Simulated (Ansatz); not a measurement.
# Sn under a change: uniaxial strain ε_zz = +0.59 %

The parent structure is Sn (space group I4_1/amd, No. 141; a = 5.8882 Å, c = 3.1872 Å; relaxed with 0.1 eV smearing). Axes: x, y, z lie along a, b, c of the conventional cell.

One thing is altered: the cell is stretched by 0.59 % along z with no lateral relaxation, atoms relaxed at fixed cell.

Calculations: r2SCAN (Ansatz, a program for electronic structure; PAW; 500 eV plane waves; without spin-orbit coupling), earlier PAW set. Settings: 21×21×21 k-points, 0.1 eV Fermi–Dirac smearing.

- Volume per atom: 27.79 Å³ (base 27.63 Å³)
- Space group: I4_1/amd (No. 141) (base I4_1/amd (No. 141))
- Shortest interatomic distance: 3.051 Å (base 3.050 Å)
- Energy relative to the base (free energy F): +0.3 meV/atom
- Pressure (mean of the normal stresses, compression positive): -0.3 GPa (base 0.0 GPa)
- Band gap: zero (base zero)
- Stress (xx, yy, zz, yz, xz, xy; compression positive): (-0.2, -0.2, -0.5, 0.0, 0.0, 0.0) GPa

Final structure:

```xyz
2
Lattice="-2.9441 2.9441 1.6030 2.9441 -2.9441 1.6030 2.9441 2.9441 -1.6030" Properties=species:S:1:pos:R:3 pbc="T T T"
Sn     0.0000     2.9441     0.8015
Sn     0.0000     0.0000     0.0000
```

Whether these cells are dynamically stable was not tested.
